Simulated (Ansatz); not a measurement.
BaTiNOF (model structure, Pmmm, No. 47, 5 atoms in the cell) was calculated with r²SCAN (Ansatz, a program for electronic structure, PAW).

Run with plane-wave cutoff 560 eV, 8×8×8 k mesh, Fermi–Dirac smearing 0.01 eV, no spin polarisation, scalar-relativistic PAW data made under PBE.

Cell (relaxed with PBEsol):

```
BaTiFNO
1.0
    3.97599     0.00000     0.00000
    0.00000     4.11264     0.00000
    0.00000     0.00000     4.02329
Ba Ti N F O
1 1 1 1 1
Direct
  0.50000   0.50000   0.50000
  0.00000   0.00000   0.00000
  0.50000   0.00000   0.00000
  0.00000   0.50000   0.00000
  0.00000   0.00000   0.50000
```

Question: Give the computed band gap.

Answer: 
band gap: 0.40 eV

Note: the relaxation could raise the start's symmetry but not lower it, so the cell can be a saddle point; cell and atoms aren't relaxed at this level (pressure 3.0 GPa).

Spin–orbit coupling is not included.

Static lattice: no zero-point or thermal effects.

It cost very roughly 40 core-seconds of CPU time.

A model structure was made by putting elements into a prototype or built by hand; it is no filed structure, need not be a known phase, and can be a saddle point held by its symmetry.
